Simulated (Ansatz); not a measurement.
The starting structures come from a database of crystals and need not be the phases stable at ambient conditions.

 Where the default PAW files enter, the runs use the earlier of Ansatz's two default sets.

Inside the gap of an insulator the Bloch states are evanescent, with a wavenumber k + iκ along the transport direction.

Input:

```yaml
crystal:
  lattice:
    - [7.16692, 0.00000, 0.00000]
    - [-3.58346, 6.20674, 0.00000]
    - [3.58346, 2.06891, 5.85177]
  atoms:
    - { symbol: Sn, position: [0.00000, 0.00000, 0.00000] }
    - { symbol: H, position: [0.38251, 0.19126, 0.19126] }
    - { symbol: H, position: [0.61749, 0.80874, 0.80874] }
    - { symbol: H, position: [0.38251, 0.57377, 0.80874] }
    - { symbol: H, position: [0.61749, 0.42623, 0.19126] }
    - { symbol: H, position: [0.38251, 0.19126, 0.42623] }
    - { symbol: H, position: [0.61749, 0.80874, 0.57377] }
    - { symbol: H, position: [0.38251, 0.80874, 0.80874] }
    - { symbol: H, position: [0.61749, 0.19126, 0.19126] }
    - { symbol: N, position: [0.50000, 0.25000, 0.25000] }
    - { symbol: N, position: [0.50000, 0.75000, 0.75000] }
    - { symbol: Cl, position: [0.48497, 0.24249, 0.75751] }
    - { symbol: Cl, position: [0.51503, 0.75751, 0.24249] }
    - { symbol: Cl, position: [0.00000, 0.24249, 0.75751] }
    - { symbol: Cl, position: [0.00000, 0.75751, 0.24249] }
    - { symbol: Cl, position: [0.00000, 0.75751, 0.75751] }
    - { symbol: Cl, position: [0.00000, 0.24249, 0.24249] }
```

Space group of this cell: Fm-3m. The cell was relaxed by PBE-D3(BJ); by r2SCAN its mean pressure is -0.8 GPa.

Transport runs along the normal of the first two printed cell vectors, the (111) plane of the conventional cell.

The gap is the functional's own, uncorrected, and κ follows it; spin-orbit coupling is left out. Mid-gap values are interpolated between the computed energies.

**Question.** State the band gap and the smallest decay constant κ at mid-gap according to r2SCAN (Ansatz, an electronic-structure program).

**Answer.** Gap 2.93 eV on a 6×6×6 mesh; κ = 0.314 1/Å, at the zone centre.
